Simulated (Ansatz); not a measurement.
BaSiO3 (model structure, started from the tetragonal perovskite type, P4mm, No. 99, 5 atoms in the cell), treated with G0W0@PBEsol+SOC (Ansatz, an electronic-structure program, plane waves, hard PAW, contour deformation, complete-basis limit, spin–orbit shift from PBEsol).

Run with largest k mesh 8×8×6 (not extrapolated in the mesh).

Cell (relaxed with PBEsol):

BaO₃Si is modelled in the tetragonal space group P4mm (No. 99), Pearson symbol tP5. Lattice parameters: a = b = 3.5271 Å, c = 4.9633 Å, α = β = γ = 90.00°. Si on 1b sees 1 O at 1.641 Å and 4 O at 1.815 Å. Ba on 1a has 8 O at 2.629–2.714 Å and 4 O at 3.395 Å. O1 on 1b sees 1 Si at 1.641 Å and 4 Ba at 2.629 Å. O2 on 2c is surrounded by 2 Si at 1.815 Å and 2 Ba at 2.714 Å and 2 Ba at 3.395 Å. (Neighbours: up to the widest gap in distance over summed covalent radii, below 1.35, at either atom; cation-cation and far metal-metal contacts left out.)

**Question.** Predict the band gap.

**Answer.** 
- band gap: 3.49 eV

Note: spin–orbit coupling enters as the shift of the gap found with a semilocal functional; the relaxation could raise the start's symmetry but not lower it, so the cell can be a saddle point.

A model structure was made by putting elements into a prototype or built by hand; it is no filed structure, need not be a known phase, and can be a saddle point held by its symmetry.
